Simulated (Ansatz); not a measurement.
Input:

```yaml
crystal:
  lattice:
    - [0.00000, 2.32342, 2.32342]
    - [2.32342, 0.00000, 2.32342]
    - [2.32342, 2.32342, 0.00000]
  atoms:
    - { symbol: B, position: [0.00000, 0.00000, 0.00000] }
    - { symbol: P, position: [0.25000, 0.25000, 0.25000] }
```

Calculation: PBE with spin-orbit coupling, rigid bands (plane waves, PAW; Ansatz, a quantum-chemistry and plane-wave program). Condition of this run: hydrostatic pressure of -12 GPa (compression positive) (the target of the relaxation). How the cell was made: cell and atoms relaxed with PBEsol, then loaded as said.

Task: Predict the hole conductivity mass (n e² τ/σ) at 300 K, by direction if it differs.

Result: 0.42 mₑ.

Task: What conductivity effective mass do dilute electrons have at 300 K?

Result: 0.33 mₑ.

Task: And the band gap?

Result: 1.32 eV at this level; semilocal functionals usually fall short of the measured gap.

Rigid bands, one relaxation time for all states, no polarons. Geometry: cell and atoms relaxed with PBEsol.
